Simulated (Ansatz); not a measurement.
Base system: Ti in the hcp (Mg type) structure (space group P6_3/mmc, No. 194; relaxed with 0.1 eV smearing).

Space group P6₃/mmc (No. 194); a = 2.9398 Å, b = 2.9398 Å, c = 4.6540 Å, α = 90.00°, β = 90.00°, γ = 120.00°

```csv
atom,site,symmetry,x,y,z
Ti,2c,-6m2,0.3333,0.6667,0.2500
```

Calculations: PBE, PAW, 420 eV (Ansatz, a first-principles code; spin-orbit coupling left out).

Before the change:

The pressure is 0.0 GPa and the band gap comes out as zero.

Modification: an isotropic linear strain of +3.00 %; the atoms relax in the strained cell.

What happens to the energy relative to the base?

The energy grows by 45 meV/atom.

Predict the new pressure.

The pressure (mean of the normal stresses, compression positive) goes from zero to -8.4 GPa.

How does this affect the band gap?

The band gap is still zero.

Whether these cells are dynamically stable was not tested. The final runs are not spin-polarised.
